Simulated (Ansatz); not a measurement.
Consider CuPt (space group R-3m, No. 166; a = 2.700 Å, c = 12.735 Å (hexagonal axes); a cell from a computed database, its experimental status unchecked; relaxed with 0.1 eV smearing).

It is then changed as follows: every lattice vector is shortened by 4.72 %; the atoms relax in the strained cell.

Levels (all Ansatz, an electronic-structure program, PAW): PBEsol (420 eV, no spin-orbit coupling); PBEsol+SOC (420 eV, noncollinear with spin-orbit coupling).

The geometry is relaxed with PBEsol.

PBEsol pressure: 48.3 GPa

With PBEsol+SOC at the same geometry, the pressure drops by 0.43 GPa, from 48.3 GPa to 47.8 GPa.

Single points use the geometry relaxed with PBEsol. Differences between runs with and without spin-orbit coupling are approximate. No phonon test of stability was made. The runs without spin-orbit coupling are not spin-polarised.
